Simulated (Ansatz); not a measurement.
**Computed paths: Cu vacancy in kesterite Cu2ZnSnS4, charge state -1**

Defect: Cu vacancy in kesterite Cu2ZnSnS4, charge state -1. Computed with PBE, PAW (plane waves to 420 eV; Ansatz, a quantum-chemistry and plane-wave program).

64-site cell at the relaxed PBE lattice, one k-point at (0.250, 0.250, 0.250), smearing 0.05 eV, spin-restricted, no finite-size correction. No zero-point or tunnelling terms. PBE gaps are too small, and in this host the defect's levels may merge with the bands. The charge state is imposed; whether it is stable for some Fermi level was not computed. Forms of the defect that were not tried may lie lower.

Barriers: single points on a 2×2×2 k-point mesh shifted by half a step at the bands' geometries.

```csv
Route,Start site over the lowest site run (eV),Hop (Å),Forward barrier (eV),Backward barrier (eV),Neighbours at the start,Neighbours at the saddle,Saddle order,"Forward, on the band's own sampling (eV)"
one Cu atom jumps into the vacancy from a nearby Cu site,0.00,3.79,1.05,1.04,"S at 2.28, S at 2.33, S at 2.34, S at 2.34 Å","S at 2.19, S at 2.33, S at 2.36; Zn at 2.70 Å",not checked,1.04
```

Paths come from CI-NEB runs.  

The whole set of runs took around 1.6 core-hours (rough).
